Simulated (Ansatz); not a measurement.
The starting structures come from a database of crystals and need not be the phases stable at ambient conditions.

The decay constant κ of evanescent states in the gap governs leakage through a thin film.

Data:

```
CELL_PARAMETERS angstrom
      6.98497     0.02380     0.00000
     -2.79026     6.40350     0.00000
      2.09735     3.21365     5.83643
ATOMIC_POSITIONS crystal
  Tl 0.75000 0.75000 0.00000
  Tl 0.25000 0.25000 0.00000
  Ag 0.25000 0.75000 0.50000
  Ag 0.75000 0.25000 0.50000
  I  0.68250 0.18250 0.13501
  I  0.31750 0.81750 0.86499
  I  0.18250 0.31750 0.50000
  I  0.81750 0.68250 0.50000
```

Space group of this cell: I4/mcm. The cell was relaxed by PBE-D3(BJ); by r2SCAN its mean pressure is 1.2 GPa.

Transport runs along the normal of the first two printed cell vectors, the (110) plane of the conventional cell.

No gap correction and no spin-orbit coupling; mid-gap values are interpolated between computed energies.

Problem. State the band gap and the smallest decay constant κ at mid-gap according to r2SCAN in Ansatz (a first-principles code).

Solution. Gap 1.80 eV on a 6×6×6 mesh; κ = 0.209 1/Å, at (0.500, 0.500) of the in-plane reciprocal vectors. At the zone centre, at the nearest computed energy, the slowest state has κ = 0.23 1/Å.
